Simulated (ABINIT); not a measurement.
## A short convergence ladder for LaC2 (Immm, 3 atoms in the cell)

```
LaC2
1.0
   -2.00510     2.44235     2.72873
    2.00510    -2.44235     2.72873
    2.00510     2.44235    -2.72873
La C
1 2
Direct
  0.00000   0.00000   0.00000
  0.63322   0.50000   0.13322
  0.36678   0.50000   0.86678
```

Base method: LDA (PW92), PAW (JTH v2.0 LDA PAW) (plane waves; ABINIT 10.0.3).

Base settings: pseudos = [La.LDA_PW-JTH.xml, C.LDA_PW-JTH.xml]; ecut = 26 Ha; pawecutdg = 52 Ha; pawxcdev = 0; occopt = 7; tsmear = 0.1 eV; ngkpt = 5 5 5; nshiftk = 1; shiftk = 0 0 0; potentials = JTH v2.0 LDA PAW.

Core times come from one kind of shared machine, to one figure; runs under 30 s give none.

**The force threshold of a relaxation**

On LaC₂ (Imm2, 3 atoms in the cell): one atom moved by 0.15 angstrom.

In this ladder: ionmov = 22; ntime = 40.

The mesh stays at the base's, so the ladder's end is converged at best in this setting alone.

Only quantities that move along the ladder and can be compared are tabulated.

| tolmxf | free energy less the last step's (meV/atom) | largest force left (eV/Å) | relaxation steps | core time / last (rough) |
|---|---|---|---|---|
| 0.00389 Ha/bohr | 0.14 | 0.2003 | 4 | 0.7 |
| 0.00194 Ha/bohr | 0.00 | 0.0066 | 5 | 0.9 |
| 0.000972 Ha/bohr | 0.00 | 0.0066 | 5 | 0.8 |
| 0.000583 Ha/bohr | 0.00 | 0.0066 | 5 | 0.9 |
| 0.000389 Ha/bohr | 0.00 | 0.0066 | 5 | 0.8 |
| 0.000194 Ha/bohr | 0.00 | 0.0066 | 5 | 0.9 |
| 9.72e-05 Ha/bohr | 0.00 | 0.0000 | 6 | 1.0 |
| 3.89e-05 Ha/bohr | 0.00 | 0.0000 | 6 | 1.0 |
| 1.94e-05 Ha/bohr | 0.00 | 0.0000 | 6 | 1 |

Coarsest tolmxf that holds the free energy within 0.05 meV/atom of the last step, with all finer ones: 0.00194 Ha/bohr; the step before is off by 0.14 meV/atom.

Coarsest tolmxf that holds the largest force left within 0.005 eV/Å of the last step, with all finer ones: 9.72e-05 Ha/bohr; the step before is off by 0.0066 eV/Å.

On the base run: the starting cell comes from a database of computed structures (which also holds hypothetical and non-ambient phases and stackings), without a prior relaxation at this level. Its lattice was rescaled by up to half a per cent. In the base run, with a pressure of about -7 GPa the cell is away from its equilibrium volume at this level.
